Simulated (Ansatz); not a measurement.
Start from WO3 (space group Cmcm, No. 63; a = 5.4539 Å, b = 5.4743 Å, c = 7.4603 Å; a cell from a computed database, its experimental status unchecked).

Calculations: PBEsol (Ansatz, a quantum-chemistry and plane-wave program), spin-orbit coupling left out.

Carriers are added at fixed cell with a uniform background; the Fermi–Dirac width is that of 300 K.

One change was made to it. Results:

| quantity | base | after |
|---|---|---|
| largest internal atomic displacement | – | 0.017 Å |
| Fermi level relative to the doped band's edge (positive inside the band; to 0.05 eV) | – | +0.15 eV |
| gap character | indirect, Y → Γ | indirect, Y → Γ |
| gap between the host's bands | 1.35 eV | 1.50 eV |

### Question
What was done to the base?
A) holes 5.0×10^21 cm⁻³
B) electrons 5.0×10^21 cm⁻³
C) holes 1.0×10^22 cm⁻³
D) holes 3.0×10^21 cm⁻³
E) electrons 3.0×10^21 cm⁻³

### Answer
A, holes 5.0×10^21 cm⁻³. For comparison, the gap between the host's bands in the other runs: holes 1.0×10^22 cm⁻³ gives 1.60 eV; electrons 3.0×10^21 cm⁻³ gives 1.27 eV; electrons 5.0×10^21 cm⁻³ gives 1.12 eV; holes 3.0×10^21 cm⁻³ gives 1.46 eV.

Carriers are added with a uniform compensating background; total energy and stress of such cells depend on the potential's zero and are not compared; many-body gap narrowing is missing at this level. With W present, leaving out spin-orbit coupling can change the band edges. Stability against distortions was not tested.
